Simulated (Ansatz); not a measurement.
Formation energy of the localised charge states of O interstitial started as a split pair with O in alpha quartz (start: split with O; 243-site cell, Γ-point sampling) against the Fermi level, Si-rich (Δμ(O) = -4.16 eV; only phases computed here count, gases as isolated molecules at 0 K). Calculation: PBE, PAW (plane waves to 420 eV; Ansatz, an electronic-structure program).

Charges with a result: 0, −1, −2. Others weren't obtained, and one of them could lie lower, also by skipping a charge.

Details: 243-site cell; Γ-point k-points; host gap 5.68 eV; charged states image-corrected; corrections reach 1.1 eV, so highly charged states may be off by several tenths; flagged in the runs: a host whose relaxation on this sampling wasn't shown to rest, a strain field that reaches the edge of the cell, zone-centre sampling.

| E_F − E_VBM (eV) | q = 0 | q = −1 | q = −2 |
|---|---|---|---|
| 0.00 | 6.16 | 9.06 | 12.22 |
| 0.71 | 6.16 | 8.35 | 10.80 |
| 1.42 | 6.16 | 7.64 | 9.38 |
| 2.13 | 6.16 | 6.93 | 7.96 |
| 2.84 | 6.16 | 6.22 | 6.54 |
| 3.55 | 6.16 | 5.51 | 5.12 |
| 4.26 | 6.16 | 4.80 | 3.69 |
| 4.97 | 6.16 | 4.09 | 2.27 |
| 5.68 | 6.16 | 3.38 | 0.85 |

Crossings of the lowest lines: (0/−1) at 2.90 eV; (−1/−2) at 3.16 eV.
